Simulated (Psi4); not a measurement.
Psi4 1.11, BP86/def2-svp: Hf(OMe)(NH2)2(Me) (C[O][Hf]([CH3])([NH2])[NH2]), 16 atoms. The geometry is a generated start, not checked to be a minimum at this level.

- task: energy
- method: bp86
- basis: def2-svp
- memory: 3 GB
- maxiter: 100
- keys of the molecule block: symmetry c1
- scf_type: df (default)
- guess: auto, which took SAD (default)
- scf_initial_accelerator: adiis (default)
- e_convergence: 1e-06 (default)
- d_convergence: 1e-06 (default)
- dft_radial_points: 75 (default)
- dft_spherical_points: 302 (default)
- effective core potentials: those of the basis set, past Kr
- basis functions: 152
- grid points: 342752

```xyz
16

Hf     0.4479     0.1536     0.2714
O      0.5404    -0.6130    -1.4720
C     -0.7196    -0.8227    -2.0220
H     -1.4958    -0.2429    -1.4799
H     -0.7292    -0.5120    -3.0765
H     -0.9894    -1.8891    -1.9897
N      2.2917     0.3706     1.0877
H      2.3751     0.8225     2.0003
H      3.0329     0.7627     0.5017
N     -0.2944     2.0212    -0.0427
H      0.1313     2.8065     0.4587
H     -0.2592     2.2863    -1.0289
C     -0.8926    -1.1026     1.5298
H     -0.7873    -2.1662     1.2698
H     -1.9523    -0.8474     1.3838
H     -0.6994    -1.0276     2.6086
```

Charge 0 and multiplicity 1 are set for this test and not shown to be the ground state.

One run each on 2 threads. Values of diis_max_vecs tried: 3, 6, 10 (default), 20.

Task: How does the count of SCF iterations change with diis_max_vecs, and where is it least?

Result: Fewest SCF iterations, within one of each other: 6 with 11, 10 (default) with 11, 20 with 11. The count rises to 27 at 3. All converge to one solution.

```csv
diis_max_vecs,SCF iterations,end
3,27,same solution
6,11,same solution
10 (default),11,same solution
20,11,same solution
```
